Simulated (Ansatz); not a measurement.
Take SiO₂ in the rutile structure (space group P4_2/mnm, No. 136; a = 4.236 Å, c = 2.690 Å) as the base.

All numbers come from PBE (Ansatz, an electronic-structure program), no spin-orbit coupling.

Strains are applied to the cell and any free atomic positions relax.

One change was made to it. Results:

```csv
quantity,base,after
electron mass,"0.36 mₑ along c, 0.45 mₑ across (at Γ)","0.34 mₑ along c, 0.42 mₑ across (at Γ)"
"pressure (mean of the normal stresses, compression positive)",0.01 GPa,-9.14 GPa
band gap,5.04 eV,4.49 eV
hole mass,"1.9 mₑ along c, 1.1 mₑ across (at Γ)","2.1 mₑ along c, 1.1 mₑ across (at Γ)"
"valence-band top at Γ (three highest levels, from the VBM)","0.00, -0.85, -0.85 eV","0.00, -0.81, -0.81 eV"
```

What was done to the base?
A. isotropic strain +0.60 %
B. isotropic strain +1.80 %
C. isotropic strain +1.20 %

C, isotropic strain +1.20 %. For comparison, the band gap in the other runs: isotropic strain +1.80 % gives 4.23 eV; isotropic strain +0.60 % gives 4.76 eV.

Effective masses come from finite differences of ±0.01 Å⁻¹. Whether these cells are dynamically stable was not tested.
